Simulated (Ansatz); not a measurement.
Output of an Ansatz run (abridged):

```
WARN ansatz: RAYON_NUM_THREADS=1 ignored (pool sized by the plan → 1); use --threads N
Pseudopotentials: kind: paw
Pseudopotential: B, paw, valence charge 3
Pseudopotential: Ru, paw, valence charge 16
Crystal: 6 atoms, lattice volume = 48.225 Å³
Basis set: ecut = 420.4159175005146 eV, 967 PW (Γ), exchange–correlation on 72×60×54 points (8 copies of the dense FFT grid, shifted against one another)
Bands: 28, of which v1, the nominal top of the filled ones, is band 22 counted from 1 (21 counted from 0)
Symmetry: 8 space group operations
Space group: Fddd (ITA 70), of the structure as read, at distance tolerance 3.6e-5 Å
k-points: 125 of 729
Initial density: superposition of atomic densities (neutral atoms: chi_scale 0, normalization atom), corrected by the library's trained network
Initial wavefunctions: pseudopotential atomic-orbital guess
Eigensolver: davidson
Functional: x = pbe(κ = 0.804, μ = 0.2195149727645171), c = pbe(β = 0.06672455060314922)
SCF iter   1: F=—  HF=-12380.637500 eV  |F-HF|=—  |Δ(HF+E_count)|=         —  Δρ=9.70e-3  dr2=3.45e-2  ethr=1.77e-3  ⟨swp⟩=5.8  Hψ=14403  notcnv=0  defer=1
all-band conjugate gradients solve this SCF's bands
preconditioner: auto → none
SCF iter   2: F=—  HF=-12380.629740 eV  |F-HF|=—  |Δ(HF+E_count)|=   7.76e-3  S|Δr|=    0.00e0  Δρ=3.60e-3  dr2=1.65e-3  ethr=7.84e-5  ⟨swp⟩=2.7  Hψ=6736  notcnv=0  defer=127
SCF iter   3: F=—  HF=-12380.629579 eV  |F-HF|=—  |Δ(HF+E_count)|=   1.61e-4  S|Δr|=    0.00e0  Δρ=1.15e-3  dr2=1.24e-4  ethr=3.74e-6  ⟨swp⟩=2.6  Hψ=5907  notcnv=0  defer=127
SCF iter   4: F=—  HF=-12380.629632 eV  |F-HF|=—  |Δ(HF+E_count)|=   5.37e-5  S|Δr|=    0.00e0  Δρ=1.42e-4  dr2=3.19e-6  ethr=2.82e-7  ⟨swp⟩=3.0  Hψ=5294  notcnv=0  defer=127
SCF iter   5: F=—  HF=-12380.629633 eV  |F-HF|=—  |Δ(HF+E_count)|=   8.25e-7  S|Δr|=    0.00e0  Δρ=1.35e-5  dr2=2.85e-8  ethr=2.27e-10  ⟨swp⟩=6.2  Hψ=16636  notcnv=0
SCF iter   6: F=-12380.629633 eV  HF=-12380.629633 eV  |F-HF|=5.09e-10  |Δ(HF+E_count)|=   5.51e-9  S|Δr|=    0.00e0  Δρ=2.67e-6  dr2=1.39e-9  ethr=6.47e-11  ⟨swp⟩=2.0  Hψ=11380  notcnv=0
SCF 1 converged in 6 iterations: F = -12380.629633 eV  dr2 = 1.39e-9
SCF converged after 6 iterations
Stability not checked (fill_not_monotonic)
Free energy (F): -12380.629633 eV
Harris-Foulkes:  -12380.629633 eV  (|F-HF|=5.09e-10)
Internal energy: -12380.629633 eV  (E = F + TS)
E sigma→0 (E₀):  -12380.629633 eV
Fermi energy:    20.602474 eV
Step filling:    the computed levels leave a gap of 0.9555 eV = 19.0 smearing widths
--- Per-component energies (eV) ---
  E_band       = -78.837898
  E_kinetic    = 1233.377341
  E_local      = -3175.949639  (includes V_loc(G=0)·N_el)
  E_nonlocal   = 732.360135
  E_hartree    = 1112.443342
  E_xc         = -515.889591
  E_vxc        = -639.816470  (∫ρ·V_xc dr)
  E_paw        = -7235.853934  (= ΣΔE_a)
  E_vpaw       = -453.694013  (= ΣTr[D̂ρ^β])
  E_aug_tail   = -0.000356  (compensation charges beyond the density's cutoff)
  E_ewald      = -4531.116933
  E_smearing   = 0.000000  (= −TS)
  E_closure    = -0.000000  (closes the sum)
  Σ components = -12380.629633   (vs F -12380.629633, Δ=0.00e0)
--- Forces (eV/Å), atoms counted from 1 ---
  atom   1  B      0.00000000    -0.93278871     0.00000000
  atom   2  B      0.00000000     0.93278871     0.00000000
  atom   3  B      0.00000000     0.93278871     0.00000000
  atom   4  B      0.00000000    -0.93278871     0.00000000
  atom   5  Ru     0.00000000     0.00000000     0.00000000
  atom   6  Ru     0.00000000     0.00000000     0.00000000
  max |Σ_I F_I| component: 3.47e-18 eV/Å
--- Stress (GPa, compression-positive) ---
       17.069453       0.000000       0.000000
        0.000000      39.873510       0.000000
        0.000000       0.000000      34.590776
  P = ⅓ Tr σ = 30.5112 GPa (305.112 kbar)
  The stress holds the Pulay correction. Without it, at fixed plane waves, as pw.x and ABINIT print it: P = 30.2759 GPa
--- Band table (eV; the first three rows and the last of 125) ---
  k-point 0: bands = ["-53.1330", "-52.9895", "-23.5106", "-23.3345", "-23.2084", "-23.1470", "-23.0036", "-22.8738", "5.8318", "10.7302", "12.8793", "13.0391", "13.6818", "14.1091", "14.7684", "14.7958", "15.2661", "16.6198", "17.1752", "18.4963", [...]
  k-point 1: bands = ["-53.1297", "-52.9927", "-23.5065", "-23.3385", "-23.2153", "-23.1433", "-23.0018", "-22.8777", "6.0281", "10.7842", "12.2457", "13.0094", "13.4094", "14.7904", "14.8599", "15.0450", "15.7054", "16.3817", "17.1748", "18.2875", [...]
  k-point 2: bands = ["-53.1206", "-53.0016", "-23.4976", "-23.3469", "-23.2347", "-23.1307", "-23.0012", "-22.8851", "6.5949", "10.8087", "11.4676", "12.7140", "13.5280", "14.8753", "15.2232", "15.7187", "15.8606", "16.6886", "17.2707", "17.4931", [...]
  k-point 124: bands = ["-53.0636", "-53.0593", "-23.3580", "-23.3194", "-23.2700", "-23.2288", "-22.9630", "-22.9593", "8.4363", "8.4516", "11.9068", "12.2356", "14.0270", "14.3886", "14.8859", "14.9746", "16.2150", "16.2369", "18.0854", "18.1535", [...]
```

The structure:

```
CELL_PARAMETERS angstrom
      0.00000     3.42431     3.54170
      1.98820     0.00000     3.54170
      1.98820     3.42431     0.00000
ATOMIC_POSITIONS crystal
  B  0.66350 0.33650 0.66350
  B  0.33650 0.66350 0.33650
  B  0.58650 0.91350 0.58650
  B  0.91350 0.58650 0.91350
  Ru 0.00000 0.00000 0.00000
  Ru 0.25000 0.25000 0.25000
```

What input produced this log?

Other spellings and defaults could give the same log, and not every line can be read from it. The input that was run (DFT, PBE, plane waves, default PAW files):

Ansatz 0.2 input:
```yaml
crystal:
  lattice:
    - [0.00000000, 3.42430900, 3.54169600]
    - [1.98820400, 0.00000000, 3.54169600]
    - [1.98820400, 3.42430900, 0.00000000]
  atoms:
    - { symbol: B, position: [0.66350000, 0.33650000, 0.66350000] }
    - { symbol: B, position: [0.33650000, 0.66350000, 0.33650000] }
    - { symbol: B, position: [0.58650000, 0.91350000, 0.58650000] }
    - { symbol: B, position: [0.91350000, 0.58650000, 0.91350000] }
    - { symbol: Ru, position: [0.00000000, 0.00000000, 0.00000000] }
    - { symbol: Ru, position: [0.25000000, 0.25000000, 0.25000000] }
basis:
  ecutwfc: 30.9 Ry
kpoints:
  mp_grid: { grid: [9, 9, 9] }
hamiltonian:
  xc: pbe
  pseudopotentials: { kind: paw }
scf:
  occupations: { method: cold, width: 0.0037 Ry }
output:
  forces: true
  eigenvalues: true
  stress: true
```

The starting cell was generated: these elements placed on a structure prototype, without a prior relaxation; it need not be a known phase or ordering of this composition. With a pressure of about 31 GPa the cell is away from its equilibrium volume at this level. Ansatz's pressure includes its estimate of the finite-basis (Pulay) stress.

Ansatz is a quantum-chemistry and plane-wave program.
